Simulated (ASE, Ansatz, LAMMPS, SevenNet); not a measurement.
How well does each level of theory give the elastic constant C12 of L1₂ (Cu3Au-type) Ni3Al?

Reference value: 149 GPa (measured, temperature not stated, not corrected to a static lattice; as tabulated in The elastic constants of Ni3Al to 1.4 GPa).

```json
[
 {"level (code)": "EAM NiAlH_jea.eam.alloy (LAMMPS)", "value (GPa)": "135", "cell (Å³/atom)": "11.35"},
 {"level (code)": "EMT (ASE)", "value (GPa)": "95.0", "cell (Å³/atom)": "12.25"},
 {"level (code)": "SevenNet-0 (SevenNet)", "value (GPa)": "143", "cell (Å³/atom)": "11.24"},
 {"level (code)": "SevenNet-l3i5 (SevenNet)", "value (GPa)": "?", "cell (Å³/atom)": "11.25"},
 {"level (code)": "PBE (Ansatz)", "value (GPa)": "149", "cell (Å³/atom)": "11.34"}
]
```

Problem. What belongs in the gaps?

Solution. 
- SevenNet-l3i5 (SevenNet), value (GPa): 164

Differences against the reference: EAM NiAlH_jea.eam.alloy -9.4 %, EMT -36 %, SevenNet-0 -4.0 %, SevenNet-l3i5 +10.1 %, PBE 0.0 %.

Leaving aside EAM NiAlH_jea.eam.alloy, EMT, which can be fitted to such values or carry a doubt: The reference's temperature isn't stated, so close values are not ranked against it.

The reference has no zero-point or thermal correction, while the calculations are for a static lattice, so the differences are not the levels' errors alone. Spin-polarised runs: PBE (parallel moments). EAM NiAlH_jea.eam.alloy: the potential file covers more elements than this solid holds. Each level is taken at its own relaxed cell. Ansatz's density-functional and Hartree–Fock values are scalar-relativistic unless marked +SOC, with PAW data made under PBE.

Empirical potentials (EAM NiAlH_jea.eam.alloy, EMT) are fitted to chosen data, which need not cover the solid at hand: agreement can be built in, and what lay outside the fit can be far off. Machine-learned potentials (SevenNet-0, SevenNet-l3i5) are trained on DFT data, which may include these solids.

Differences are worked out from the printed values.

Ansatz is a program for electronic structure.
